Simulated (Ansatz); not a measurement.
A computed series for Cu3N: response to strain

Base system: Cu3N (space group Pm-3m, No. 221).

```
CELL_PARAMETERS angstrom
      3.76478     0.00000     0.00000
      0.00000     3.76478     0.00000
      0.00000     0.00000     3.76478
ATOMIC_POSITIONS crystal
  N  0.00000 0.00000 0.00000
  Cu 0.50000 0.00000 0.00000
  Cu 0.00000 0.00000 0.50000
  Cu 0.00000 0.50000 0.00000
```

Cartesian axes are those of the cell as printed.

Strains are applied to the cell and any free atomic positions relax; under biaxial strain the out-of-plane vector relaxes too; under stress the whole cell relaxes.

The values are results of DFT with PBEsol, PAW potentials and a 420 eV plane-wave cutoff in Ansatz (an electronic-structure program), spin-orbit coupling left out, earlier PAW set, not measurements.

Candidates:
(a) biaxial strain −1.22 %, plane normal [110], relaxed out of plane
(b) isotropic strain −2.54 %
(c) biaxial strain −3.32 %, plane normal [110], relaxed out of plane
(d) uniaxial stress, 8 GPa compression along z

Notes on the quantities. energy relative to the base: free energy F.

Problem. Order them by energy relative to the base, highest first.

Solution. (b) isotropic strain −2.54 % (+35 meV/atom), (c) biaxial strain −3.32 %, plane normal [110], relaxed out of plane (+18 meV/atom), (d) uniaxial stress, 8 GPa compression along z (+8.7 meV/atom), (a) biaxial strain −1.22 %, plane normal [110], relaxed out of plane (+2.3 meV/atom)

Stability under load was not tested beyond the relaxation. All final runs are without spin polarisation.
